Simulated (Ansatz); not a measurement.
**MnTlBr3 in the cubic perovskite structure (space group Pm-3m, No. 221; ferromagnetic; a hypothetical phase, not in the database extracts checked)**

Space group Pm-3m (No. 221); a = b = c = 5.309 Å, α = β = γ = 90.00°

```tsv
atom	site	symmetry	x	y	z
Tl	1a	m-3m	0.0000	0.0000	0.0000
Mn	1b	m-3m	0.5000	0.5000	0.5000
Br	3c	4/mm.m	0.0000	0.5000	0.5000
```

Calculations: Ansatz (a first-principles code), r2SCAN, PAW, cutoff 500 eV, no SOC. Settings: 6×6×6 k-points, 0.05 eV Fermi–Dirac smearing.

The volume per atom is 29.93 Å³ and the density is 5.54 g/cm³. The band gap is 1.62 eV, indirect, R → Γ and the electron mass is 0.26 mₑ. The magnetic state is ferromagnetic and the total energy comes out as -4749.327 eV/atom (σ→0; compares only within this code and set-up).

With Tl present, leaving out spin-orbit coupling can change the band edges. Effective masses come from finite differences of ±0.01 Å⁻¹. Whether these cells are dynamically stable was not tested. No Hubbard U is applied and the magnetic state is the run's own (MnTlBr3 ferromagnetic); other magnetic orders, which need larger cells, were not tried and can change the gap. Many cubic perovskites are stable only at high temperature; tilts and polar distortions were not tested.
